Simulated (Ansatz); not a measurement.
The starting structures come from a database of crystals and need not be the phases stable at ambient conditions.

The decay constant κ of evanescent states in the gap governs leakage through a thin film.

Consider the following.

```
Si
1.0
    3.75469     0.00000     0.00000
   -1.87735     3.25166     0.00000
    0.00000     0.00000     6.20597
Si
4
Direct
  0.33333   0.66667   0.06301
  0.66667   0.33333   0.93699
  0.66667   0.33333   0.56301
  0.33333   0.66667   0.43699
```

Space group of this cell: P6_3/mmc. The cell is strained (all lengths scaled by 0.98); by r2SCAN its mean pressure is 6.9 GPa.

Transport runs along the normal of the first two printed cell vectors, the (001) plane of the conventional cell.

No gap correction and no spin-orbit coupling; mid-gap values are interpolated between computed energies.

Question: Give the band gap and the smallest decay constant κ at mid-gap that Ansatz (an electronic-structure program) with r2SCAN yields.

Answer: Gap 0.46 eV on a 12×12×6 mesh; κ = 0.116 1/Å, at the zone centre.
